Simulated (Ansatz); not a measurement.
SiC (F-43m) under hydrostatic pressure (compression positive): band gap by r2SCAN with spin-orbit coupling, rigid bands (plane waves, PAW; Ansatz, a first-principles code). The unloaded cell, whose axes the loads refer to:

Space group F-43m (No. 216); a = b = c = 4.3569 Å, α = β = γ = 90.00°

```
atom  site  symmetry       x       y       z
----  ----  --------  ------  ------  ------
Si      4a      -43m  0.0000  0.0000  0.0000
C       4d      -43m  0.7500  0.7500  0.7500
```
(The calculation used a cell of 2 atoms; values per cell refer to that cell.)

```
hydrostatic pressure (compression positive) (GPa)  volume per atom (Å³)  band gap (eV)
-------------------------------------------------  --------------------  -------------
-15                                                               11.19           1.76
-10                                                               10.86           1.74
-5                                                                10.58           1.73
0                                                                 10.34              ?
5                                                                 10.12           1.70
10                                                                 9.92           1.68
20                                                                 9.56           1.65
```

### Question
Fit a straight line to band gap against the load over the rows given, and predict the row at 0 GPa.

### Answer
The means are x̄ = 0.833 GPa and ȳ = 1.7100; Σ(x − x̄)(y − ȳ) = -2.700 and Σ(x − x̄)² = 870.8, so the slope is -3.10 meV per GPa, and the rows given lie within 3.6 meV of the line. At 0 GPa the line gives 1.71 eV; the calculation gives 1.71 eV, 0.15 % from it.

### Question
With all rows, what volume deformation potential dE_g/d ln V follows?

### Answer
A line through E_g against ln V has the slope 0.69 eV, so the gap narrows under compression.

 Stresses and pressures are the targets of the relaxation. Gaps are resolved to about 0.01 eV. The structure type is held at every load. Geometry: cell and atoms relaxed with PBEsol.
